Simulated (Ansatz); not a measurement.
The starting structures come from a database of crystals and need not be the phases stable at ambient conditions.

Tunnelling through a barrier is set by its complex band structure: the current falls as exp(−2κd) with the smallest κ.

Consider the following.

```yaml
crystal:
  lattice:
    - [8.41985, -0.02959, 0.00000]
    - [-3.18713, 8.43185, 0.00000]
    - [-1.59356, 4.21593, 2.60214]
  atoms:
    - { symbol: Ba, position: [0.00000, 0.00000, 0.00000] }
    - { symbol: Pb, position: [0.35273, 0.78424, 0.00000] }
    - { symbol: Pb, position: [0.64727, 0.21576, 0.00000] }
    - { symbol: C, position: [0.71023, 0.57008, 0.00000] }
    - { symbol: C, position: [0.28977, 0.42992, 0.00000] }
    - { symbol: O, position: [0.70761, 0.71281, 0.00000] }
    - { symbol: O, position: [0.29239, 0.28719, 0.00000] }
    - { symbol: O, position: [0.70761, 0.71281, 0.56919] }
    - { symbol: O, position: [0.29239, 0.28719, 0.43081] }
    - { symbol: O, position: [0.70761, 0.28200, 0.43081] }
    - { symbol: O, position: [0.29239, 0.71800, 0.56919] }
    - { symbol: F, position: [0.06853, 0.68951, 0.00000] }
    - { symbol: F, position: [0.93147, 0.31049, 0.00000] }
```

Space group of this cell: R-3m. The cell was relaxed by PBE-D3(BJ); by r2SCAN its mean pressure is -2.2 GPa.

Transport runs along the normal of the first two printed cell vectors, the (110) plane of the conventional cell.

The gap is the functional's own, uncorrected, and κ follows it; spin-orbit coupling is left out. Mid-gap values are interpolated between the computed energies.

### Question
State the band gap and the smallest decay constant κ at mid-gap according to r2SCAN run with Ansatz (a program for electronic structure).

### Answer
Gap 4.70 eV on a 12×12×12 mesh; κ = 0.368 1/Å, at (0.500, 0.000) of the in-plane reciprocal vectors. At the zone centre, at the nearest computed energy, the slowest state has κ = 0.37 1/Å.
